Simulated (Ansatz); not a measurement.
Take a 16-atom supercell of TaAs (space group I4_1md, No. 109) at its relaxed geometry as the base.

```
CELL_PARAMETERS angstrom
     -1.72095     1.72095     5.85613
      6.88380     0.00000     0.00000
      0.00000     6.88380     0.00000
ATOMIC_POSITIONS crystal
  Ta 0.99855 0.49964 0.50036
  Ta 0.99855 0.99964 0.50036
  Ta 0.99855 0.49964 0.00036
  Ta 0.99855 0.99964 0.00036
  Ta 0.49855 0.12464 0.12536
  Ta 0.49855 0.62464 0.12536
  Ta 0.49855 0.12464 0.62536
  Ta 0.49855 0.62464 0.62536
  As 0.83345 0.20836 0.79164
  As 0.83345 0.70836 0.79164
  As 0.83345 0.20836 0.29164
  As 0.83345 0.70836 0.29164
  As 0.33345 0.33336 0.91664
  As 0.33345 0.83336 0.91664
  As 0.33345 0.33336 0.41664
  As 0.33345 0.83336 0.41664
```

Calculations: r2SCAN (Ansatz, a quantum-chemistry and plane-wave program; PAW; 500 eV plane waves; without spin-orbit coupling).

Before the change:

| Quantity | Result |
|---|---|
| Mean distance from the defect site to its nearest host atoms | 4.94 bohr |
| Pressure | 0.0 GPa |

One thing is altered: a neutral Lu on a Ta site, atoms relaxed at fixed cell, starting from a slightly rattled geometry.

Tabulated Pauling electronegativity and covalent radius: Ta 1.50, 1.70 Å; Lu 1.27, 1.87 Å.

Problem. Predict the new mean distance from the defect site to its nearest host atoms, pressure and largest displacement of a host atom from its site in the perfect cell.

Solution. The mean distance from the defect site to its nearest host atoms goes up by 0.112 bohr, from 4.94 bohr to 5.06 bohr; the pressure goes from zero to 5.7 GPa; the largest displacement of a host atom from its site in the perfect cell comes out as 0.07 Å.

In so small a cell the defect repeats every few ångströms: this is an ordered compound, not a dilute defect. The final runs are not spin-polarised. The defect cell is not spin-polarised.
